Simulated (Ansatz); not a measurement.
The reference is Sn in the diamond structure (space group Fd-3m, No. 227; a = 6.6562 Å; relaxed with 0.1 eV smearing). Axes: x, y, z lie along the cube axes.

The values are results of PBE/PAW in Ansatz (a first-principles code), spin-orbit coupling left out, not measurements.

Now apply this change: every lattice vector is stretched by 1.50 %, atoms relaxed at fixed cell.

Q: Predict the stress tensor and what it implies for the stiffness.

A: Stress of the strained cell less that of the base (GPa, compression positive):
```
   -1.4     0.0     0.0
    0.0    -1.4     0.0
    0.0     0.0    -1.4
```

Then B = −ΔP/(ΔV/V₀) with ΔV/V₀ = 0.0457 gives secant stiffness values (nonlinear terms included at this strain): B ≈ 31 GPa.

As a check, the harmonic strain energy −½ V₀ Δσ:ε is 7.4 meV/atom; the computed energy rise is 7.9 meV/atom.

No phonon test of stability was made.
